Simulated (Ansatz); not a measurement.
Consider ScF3 in the ReO3 type structure (space group Pm-3m, No. 221).

```
CELL_PARAMETERS angstrom
      4.02048     0.00000     0.00000
      0.00000     4.02048     0.00000
      0.00000     0.00000     4.02048
ATOMIC_POSITIONS crystal
  Sc 0.00000 0.00000 0.00000
  F  0.00000 0.00000 0.50000
  F  0.50000 0.00000 0.00000
  F  0.00000 0.50000 0.00000
```

Cartesian axes are those of the cell as printed.

Levels (all Ansatz, a program for electronic structure, PAW): PBEsol (420 eV, no SOC); r2SCAN (500 eV, no spin-orbit coupling).

Its gap is 6.26 eV with PBEsol and 7.02 eV with r2SCAN.

The change: the cell is compressed by 5.17 % along x with no lateral relaxation; the atoms relax in the strained cell.

With PBEsol the gap becomes 6.35 eV.

Q: If the r2SCAN correction stayed the same, what would the r2SCAN gap be, and what does the r2SCAN run give?

A: A rigid correction of +0.76 eV gives 7.11 eV. The r2SCAN run gives 7.13 eV, so the two effects roughly add.

Single points use the geometry relaxed with PBEsol. Stability against distortions was not tested. The base started in R32 and relaxed to Pm-3m at this level. All final runs are without spin polarisation.
